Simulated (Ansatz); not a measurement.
Mn3SiN in the anti-perovskite structure (space group Pm-3m, No. 221; ferromagnetic; a hypothetical phase, not in the database extracts checked)

```
CELL_PARAMETERS angstrom
      3.71912     0.00000     0.00000
      0.00000     3.71912     0.00000
      0.00000     0.00000     3.71912
ATOMIC_POSITIONS crystal
  Mn 0.00000 0.50000 0.50000
  Mn 0.50000 0.00000 0.50000
  Mn 0.50000 0.50000 0.00000
  Si 0.00000 0.00000 0.00000
  N  0.50000 0.50000 0.50000
```

The values are results of PBE in Ansatz (plane waves to 420 eV, PAW, no spin-orbit coupling), not measurements. k-mesh 13×13×13 (Γ-centred); smearing 0.05 eV (Fermi–Dirac).

| Quantity | Result |
|---|---|
| Volume per atom | 10.29 Å³ |
| Density | 6.68 g/cm³ |
| Band gap | zero |
| Magnetic state | ferromagnetic |
| Total energy | -2543.569 eV/atom (σ→0; compares only within this code and set-up) |

The magnetic state is the one reached from the starting moments; the real material's order can differ, and small cells can't hold many antiferromagnetic ones. Stability against distortions was not tested.

Ansatz is an electronic-structure program.
